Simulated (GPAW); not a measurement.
Worked example: self-consistent single point of TiSi (P1, 2 atoms in the cell) in GPAW.

Method: PBEsol, GPAW PAW datasets PBEsol (made by gpaw-setup) (plane waves; GPAW).

The change in words: atoms moved at random. Reference geometry:
```yaml
crystal:
  lattice:
    - [3.83428, 0.00000, 0.00000]
    - [0.00000, 1.82350, 2.15938]
    - [0.00000, -1.82350, 2.15938]
  atoms:
    - { symbol: Ti, position: [0.00000, 0.04484, 0.04484] }
    - { symbol: Si, position: [0.50000, 0.55666, 0.55666] }
```

Reference input (self-consistent single point, DFT PBEsol, plane waves, GPAW PAW datasets PBEsol (made by gpaw-setup)): mode = pw; ecut = 800 eV; xc = PBEsol; kpts = 11 16 16; mesh shift (steps) = 0 0 0; occupations.name = fermi-dirac; occupations.width = 0.136 eV; nbands = -10; symmetry.symmorphic = false; symmetry.tolerance = 0.0005; maxiter = 120. This run's input differs from it in these lines:

```diff
@@ -8,4 +8,4 @@
                     [0.000000, -1.823497, 2.159377]],
-              scaled_positions=[[0.000000, 0.044840, 0.044840],
-                                [0.500000, 0.556660, 0.556660]],
+              scaled_positions=[[0.008068, 0.042260, 0.049072],
+                                [0.491932, 0.559240, 0.552428]],
               pbc=True)
```

Log, with long lists cut:

```
     iter     time        total  log10-change:
                         energy   eigst   dens
iter:   1 --:--:--   -14.270840
iter:   2 --:--:--   -14.250671   -1.39  -1.26
iter:   3 --:--:--   -14.268140   -1.23  -1.28
iter:   4 --:--:--   -14.170754   -3.05  -1.62
iter:   5 --:--:--   -14.144520   -3.04  -1.78
iter:   6 --:--:--   -14.120272   -2.35  -1.95
iter:   7 --:--:--   -14.115294   -3.33  -2.05
iter:   8 --:--:--   -14.115404c  -4.93  -2.91
iter:   9 --:--:--   -14.115248c  -4.56  -2.89
iter:  10 --:--:--   -14.115256c  -5.82  -3.32
iter:  11 --:--:--   -14.115244c  -7.12  -3.40
iter:  12 --:--:--   -14.115223c  -6.10  -3.44
iter:  13 --:--:--   -14.115222c  -6.67  -3.53
iter:  14 --:--:--   -14.115226c  -7.01  -3.65
iter:  15 --:--:--   -14.115231c  -7.06  -3.68
iter:  16 --:--:--   -14.115230c  -6.72  -3.75
iter:  17 --:--:--   -14.115229c  -7.80c -4.00
iter:  18 --:--:--   -14.115228c  -7.85c -4.04c
Converged after 18 iterations.

Dipole moment: (-0.626633, 0.174326, -2.242813) |e|*Ang

Energy contributions relative to reference atoms: (reference = -31069.444358)

Kinetic:         +9.212610
Potential:       -7.698319
External:        +0.000000
XC:             -15.563999
Entropy (-ST):   -0.080342
Local:           -0.025349
SIC:             +0.000000
--------------------------
Free energy:    -14.155399
Extrapolated:   -14.115228

Showing only first 2 kpts
 Kpt  Band  Eigenvalues  Occupancy
  0     6      7.81577    1.99998
  0     7      8.34743    1.99878
  0     8     10.94456    0.00002
  0     9     11.63719    0.00000

  1     6      7.76521    1.99998
  1     7      8.34494    1.99880
  1     8     11.02004    0.00001
  1     9     11.64891    0.00000

Fermi level: 9.35406

No gap
No difference between direct/indirect transitions
Energy (eV): -14.115228

Forces in eV/Ang:
  0 Ti   -0.44293    0.14434    0.02806
  1 Si    0.44247   -0.14478   -0.02842

Stress tensor:
     0.044069     0.001382     0.001156
     0.001382     0.041133     0.000058
     0.001156     0.000058     0.044287
Stress (GPa, Voigt): [7.0607 6.5902 7.0955 0.0092 0.1852 0.2214]
```

The run converged in 18 iterations. GPAW prints stress with tension positive. Against the reference run the free energy rises by 7.7 meV/atom, the pressure goes from -7.08 to -6.92 GPa and the largest force goes from 0.034 to 0.467 eV/Å.

The starting cell comes from a database of computed structures (which also holds hypothetical and non-ambient phases and stackings), without a prior relaxation at this level. Its lattice was rescaled by a random factor within 2.5 % of one. For this run, on top of that: atoms moved at random. Spin polarisation is off. With a pressure of about -7 GPa the cell is away from its equilibrium volume at this level.

Cost on one core of a shared machine: roughly 7 min.
